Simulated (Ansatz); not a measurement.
The parent structure is V in the bcc (W type) structure (space group Im-3m, No. 229; a = 2.997 Å).

The other end (x = 1) is Ta in the bcc (W type) structure (space group Im-3m, No. 229): 18.29 Å³/atom, gap zero.

All numbers come from PBE (Ansatz, a program for electronic structure; PAW; 420 eV plane waves; no spin-orbit coupling).

Ta replaces a fraction x of V; each row is one arrangement (x, atoms in the cell, starting space group or random), fully relaxed.

One change was made to it. Results:

The mixing energy amounts to +0.08 eV/atom (to 0.01 eV only: unlike meshes or grids); the deviation of the volume from the linear (Vegard-type) interpolation amounts to +0.8 %; the shortest interatomic distance goes up by 0.154 Å (2.596 Å → 2.750 Å).

**Question.** What was done to the base?
A. x(Ta) = 0.75, 4 atoms, Immm
B. x(Ta) = 0.5, 4 atoms, Fd-3m
C. x(Ta) = 0.25, 4 atoms, P4/mmm
D. x(Ta) = 0.75, 4 atoms, Cmmm

**Answer.** B, x(Ta) = 0.5, 4 atoms, Fd-3m. For comparison, the mixing energy in the other runs: x(Ta) = 0.75, 4 atoms, Cmmm gives +0.04 eV/atom; x(Ta) = 0.75, 4 atoms, Immm gives +0.03 eV/atom; x(Ta) = 0.25, 4 atoms, P4/mmm gives +0.03 eV/atom.

Each cell is one ordered arrangement of few atoms, which overstates ordering effects compared with a random alloy. Stability against distortions was not tested. Seeded moments were not kept for x(Ta) = 0.5, 4 atoms, Fd-3m, the base, x(Ta) = 0.75, 4 atoms, Cmmm and x(Ta) = 0.75, 4 atoms, Immm and more. All final runs are without spin polarisation.
